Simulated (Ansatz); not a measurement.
Pressure series in Co2N

Consider Co2N (space group Pnnm, No. 58; a = 4.224 Å, b = 4.483 Å, c = 2.793 Å; non-magnetic).

Cell and atoms are relaxed at each pressure.

All numbers come from Kohn–Sham DFT with the PBEsol functional, run in Ansatz (an electronic-structure program) with PAW and 420 eV plane waves, without spin-orbit coupling.

Two rows of this table had their results exchanged by mistake.

| pressure | volume per atom (Å³) | shortest distance (Å) | band gap |
|---|---|---|---|
| pressure −2 GPa | 8.88 | 1.853 | zero |
| pressure −1 GPa | 8.85 | 1.851 | zero |
| pressure 0.3 GPa | 8.80 | 1.848 | zero |
| pressure 0.7 GPa | 8.79 | 1.847 | zero |
| pressure 1.5 GPa | 8.52 | 1.828 | zero |
| pressure 3 GPa | 8.72 | 1.842 | zero |
| pressure 5 GPa | 8.66 | 1.838 | zero |
| pressure 7.5 GPa | 8.59 | 1.833 | zero |
| pressure 10 GPa | 8.77 | 1.845 | zero |

Task: Which two?

Result: The rows for pressure 1.5 GPa and pressure 10 GPa: the volume has to fall steadily with pressure, so 8.77 Å³ belongs to pressure 1.5 GPa and 8.52 Å³ to pressure 10 GPa.

Load acts through the strain it causes; cell and atoms are relaxed under it. No phonon test of stability was made. No other phases were tried under pressure. Starting moments died away, wholly or in part, for the base; another magnetic solution may exist. The final runs are not spin-polarised.
